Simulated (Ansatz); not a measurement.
The starting structures come from a database of crystals and need not be the phases stable at ambient conditions.

 Where the default PAW files enter, the runs use the earlier of Ansatz's two default sets.

Tunnelling through a barrier is set by its complex band structure: the current falls as exp(−2κd) with the smallest κ.

Given:

```
SnO2
1.0
    5.27877     0.00000     0.00000
    0.00000     7.46530     0.00000
    0.00000     3.73265     3.65946
Sn O
4 8
Cartesian
  2.63938   1.86633   1.82973
  0.00000   3.73265   0.00000
  2.63938   5.59898   1.82973
  0.00000   0.00000   0.00000
  0.85041   6.80164   1.82973
  4.42836   4.39632   1.82973
  3.48979   6.26264   0.00000
  1.78897   1.20266   0.00000
  4.42836   1.86633   0.65065
  0.85041   9.33163   3.00881
  1.78897   3.73265   1.17908
  3.48979   7.46530   2.48038
```

Space group of this cell: P2_1/c. The cell is strained (lengths across the current scaled by 1.02, ions clamped); by r2SCAN its mean pressure is -15.8 GPa.

Transport runs along the normal of the first two printed cell vectors.

The gap is the functional's own, uncorrected, and κ follows it; spin-orbit coupling is left out. Mid-gap values are interpolated between the computed energies.

Question: Give the band gap and the smallest decay constant κ at mid-gap that r2SCAN (Ansatz, a quantum-chemistry and plane-wave program) yields.

Answer: Gap 0.68 eV on a 6×6×8 mesh; κ = 0.078 1/Å, at the zone centre.
